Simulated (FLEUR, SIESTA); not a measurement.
A FLEUR input for a self-consistent single point of CdIn3 (P6_3/mmc, 8 atoms in the cell) (DFT, PBEsol, all-electron FLAPW (FLEUR), scalar-relativistic valence):

Input of the input generator:

```
CdIn3 crystal
&input film=f /
1.0000000000 0.0000000083 0.0000000000
-0.5000000072 0.8660253996 0.0000000000
0.0000000000 0.0000000000 0.8487097929
12.1034459525
1.0 1.0 1.0

8
48 0.6666666667 0.3333333333 0.2500000000
48 0.3333333333 0.6666666667 0.7500000000
49 0.3339500000 0.1669750000 0.7500000000
49 0.6660500000 0.8330250000 0.2500000000
49 0.1669750000 0.3339500000 0.2500000000
49 0.8330250000 0.6660500000 0.7500000000
49 0.8330250000 0.1669750000 0.7500000000
49 0.1669750000 0.8330250000 0.2500000000

&comp jspins=1 /
&exco xctyp='PBEs' /
&kpt div1=3 div2=3 div3=4 gamma=t /
&end /
```

```xml
<?xml version="1.0" encoding="UTF-8" standalone="no"?>
<fleurInput fleurInputVersion="0.39">
   <comment>
      CdIn3 crystal                                                                                       
   </comment>
   <calculationSetup>
      <cutoffs Kmax="3.8" Gmax="15.2" GmaxXC="15.2" numbands="0"/>
      <scfLoop itmax="100" minDistance="0.00001" maxIterBroyd="15" imix="Anderson" alpha="0.05" precondParam="0.0" spinf="2.0"/>
      <coreElectrons ctail="T" frcor="F" kcrel="0" coretail_lmax="0"/>
      <xcFunctional name="PBEs" relativisticCorrections="F"/>
      <magnetism jspins="1"/>
      <soc l_soc="F" theta="0.0" phi="0.0" spav="F"/>
      <expertModes spex="0" secvar="F"/>
      <geometryOptimization l_f="T" forcealpha="1.0" forcemix="BFGS" epsdisp="0.00001" epsforce="0.00001"/>
      <ldaU l_linMix="F" mixParam="0.05" spinf="1.0"/>
   </calculationSetup>
   <cell>
      <bzIntegration valenceElectrons="114.0" mode="hist" fermiSmearingEnergy="0.00499791">
         <kPointListSelection listName="default-1"/>
         <!-- k-points included here -->
         <xi:include xmlns:xi="http://www.w3.org/2001/XInclude" href="kpts.xml"> </xi:include>
      </bzIntegration>
      <!-- symmetry operations included here -->
      <xi:include xmlns:xi="http://www.w3.org/2001/XInclude" href="sym.xml"> </xi:include>
      <bulkLattice scale="1.0">
         <bravaisMatrix>
            <row-1>   12.1034459524999995     0.0000001004586014     0.0000000000000000</row-1>
            <row-2>   -6.0517230633948111    10.4818916175508150     0.0000000000000000</row-2>
            <row-3>    0.0000000000000000     0.0000000000000000    10.2723131077226189</row-3>
         </bravaisMatrix>
      </bulkLattice>
   </cell>
   <atomSpecies>
      <species name="Cadmium (Cd)" element="Cd" atomicNumber="48">
         <mtSphere radius="2.68" gridPoints="925" logIncrement="0.014"/>
         <atomicCutoffs lmax="10" lnonsphr="8"/>
         <electronConfig flipSpins="F">
            <coreConfig>(1s1/2) (2s1/2) (2p1/2) (2p3/2) (3s1/2) (3p1/2) (3p3/2) (4s1/2) (3d3/2) (3d5/2)</coreConfig>
            <valenceConfig>(4p1/2) (4p3/2) (5s1/2) (4d3/2) (4d5/2)</valenceConfig>
         </electronConfig>
         <energyParameters s="5" p="5" d="4" f="4"/>
         <lo type="SCLO" l="1" n="4" eDeriv="0"/>
         <lo type="HELO" l="2" n="5" eDeriv="0"/>
      </species>
      <species name="Indium (In)" element="In" atomicNumber="49">
         <mtSphere radius="2.68" gridPoints="925" logIncrement="0.014"/>
         <atomicCutoffs lmax="10" lnonsphr="8"/>
         <electronConfig flipSpins="F">
            <coreConfig>(1s1/2) (2s1/2) (2p1/2) (2p3/2) (3s1/2) (3p1/2) (3p3/2) (4s1/2) (3d3/2) (3d5/2) (4p1/2) (4p3/2)</coreConfig>
            <valenceConfig>(5s1/2) (4d3/2) (4d5/2) (5p1/2) (5p3/2)</valenceConfig>
            <stateOccupation state="(5p1/2)" spinUp="0.1666666666667" spinDown="0.1666666666667"/>
            <stateOccupation state="(5p3/2)" spinUp="0.3333333333333" spinDown="0.3333333333333"/>
         </electronConfig>
         <energyParameters s="5" p="5" d="5" f="4"/>
         <lo type="SCLO" l="2" n="4" eDeriv="0"/>
      </species>
   </atomSpecies>
   <atomGroups>
      <atomGroup species="Cadmium (Cd)">
         <relPos label="                   1">-1.000/3.000 1.000/3.000 1.000/4.000</relPos>
         <relPos label="                   2">1.000/3.000 -1.000/3.000 -1.000/4.000</relPos>
         <force calculate="T" relaxXYZ="TTT"/>
      </atomGroup>
      <atomGroup species="Indium (In)">
         <relPos label="                   3">.3339500000 .1669750000 -1.000/4.000</relPos>
         <relPos label="                   4">-.3339500000 -.1669750000 1.000/4.000</relPos>
         <relPos label="                   5">.1669750000 .3339500000 1.000/4.000</relPos>
         <relPos label="                   6">-.1669750000 -.3339500000 -1.000/4.000</relPos>
         <relPos label="                   7">-.1669750000 .1669750000 -1.000/4.000</relPos>
         <relPos label="                   8">.1669750000 -.1669750000 1.000/4.000</relPos>
         <force calculate="T" relaxXYZ="TTT"/>
      </atomGroup>
   </atomGroups>
   <output dos="F" band="F" slice="F">
      <checks vchk="F" cdinf="F"/>
      <bandDOS minEnergy="-.5*Htr" maxEnergy="0.5*Htr" sigma="0.015" storeEVData="T"/>
      <vacuumDOS vacdos="F" integ="F" star="F" nstars="0" locx1="0.0" locy1="0.0" locx2="0.0" locy2="0.0" nstm="0" tworkf="0.0"/>
      <unfoldingBand unfoldBand="F" supercellX="1" supercellY="1" supercellZ="1"/>
      <plotting iplot="0" polar="F">
         <plot TwoD="T" vec1="  1.0  0.0  0.0" vec2="  0.0  1.0  0.0" vec3="  0.0  0.0  1.0" zero="  0.0  0.0  0.0" file="plot"/>
      </plotting>
      <chargeDensitySlicing numkpt="0" minEigenval="0.0" maxEigenval="0.0" nnne="0" pallst="F"/>
      <specialOutput eonly="F"/>
      <magneticCircularDichroism mcd="F" energyLo="-10.0" energyUp="0.0"/>
   </output>
  <!-- We include the file relax.xml here to enable relaxations (see documentation) -->
  <xi:include xmlns:xi="http://www.w3.org/2001/XInclude" href="relax.xml"> <xi:fallback/> </xi:include>
</fleurInput>
```

Q: Write the same calculation as an input for SIESTA.

A: One input that does it (others would too):

```
# files in the folder: Cd.psml In.psml (PseudoDojo PBEsol standard)
SystemName  CdIn3
SystemLabel CdIn3

NumberOfAtoms                8
NumberOfSpecies              2
%block ChemicalSpeciesLabel
  1 48 Cd
  2 49 In
%endblock ChemicalSpeciesLabel
LatticeConstant              6.404868 Ang
%block LatticeVectors
     1.000000000    0.000000000    0.000000000
    -0.500000000    0.866025342    0.000000000
     0.000000000    0.000000000    0.848709763
%endblock LatticeVectors
AtomicCoordinatesFormat      Bohr
%block AtomicCoordinatesAndAtomicSpecies
     6.051729244    3.493960271    2.568078277  1
    -0.000006052    6.987931023    7.704234831  1
     3.031459440    1.750213799    7.704234831  2
     3.020263752    8.731677495    2.568078277  2
     0.000000000    3.500427598    2.568078277  2
     6.051723192    6.981463696    7.704234831  2
     9.071986944    1.750213799    7.704234831  2
    -3.020263752    8.731677495    2.568078277  2
%endblock AtomicCoordinatesAndAtomicSpecies

XC.functional                GGA
XC.authors                   PBEsol
PAO.BasisSize                DZP
PAO.EnergyShift              0.005 Ry
MeshCutoff                   300 Ry
%block kgrid.MonkhorstPack
    3   0   0  0.0
    0   3   0  0.0
    0   0   4  0.0
%endblock kgrid.MonkhorstPack
OccupationFunction           FD
ElectronicTemperature        0.136 eV

MaxSCFIterations             150
SCF.Mixer.Method             Pulay
SCF.Mixer.Weight             0.25
SCF.Mixer.History            8
SCF.DM.Tolerance             1.0E-05
Diag.ParallelOverK           true
WriteForces                  true
```

Basis, cutoffs, solver keys and any potentials are the target program's own. This input uses DFT, GGA PBEsol, numerical atomic orbitals DZP, PseudoDojo PBEsol standard norm-conserving potentials (rewritten from UPF to PSML).

The starting cell comes from a database of computed structures (which also holds hypothetical and non-ambient phases and stackings), without a prior relaxation at this level. For this run, on top of that: lattice scaled by 0.98.
